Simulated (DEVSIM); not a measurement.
Structure: Cr/La2O3/n-Ge capacitor, at 300 K.

Layer 1 from the left is La2O3, thickness (nm) 4.90. Layer 2 from the left is Ge, thickness (nm) 14000, Nd (cm⁻³) 1.7e15.

Metal gate on the left, work function 4.5 eV. Fixed charge at the semiconductor interface 0 cm⁻² (in units of +e); no interface traps.

Constants are typed, rounded textbook-type inputs, not results; the design itself was drawn at random and stands for no fabricated device. Values at 300 K.

La2O3: gap (eV) 5.8, affinity (eV) 1.8, permittivity 27. Ge: gap (eV) 0.664, affinity (eV) 4, permittivity 16, Nc (cm⁻³) 1.04e19, Nv (cm⁻³) 6e18.

Question: Estimate by hand the flat-band voltage, the threshold voltage, and compare with a numerical solution.

Answer: 
- Flat-band voltage: C = 4.88 μF/cm², work-function difference 0.275 V; VFB = φms − qNf/C = 0.27 V; numerical 0.27 V.
- Threshold voltage: φF = 0.114 V, depletion charge √(4εqNφF) = 1.32e-8 C/cm²; VT = VFB − 2φF − Qd/C = 0.04 V; numerical 0.04 V.

Simulated with DEVSIM: 1D Poisson equation in equilibrium, Boltzmann statistics, complete ionisation; no quantum confinement or tunnelling. Metal contacts follow the ideal Schottky-Mott rule: no Fermi-level pinning, no interface dipoles.
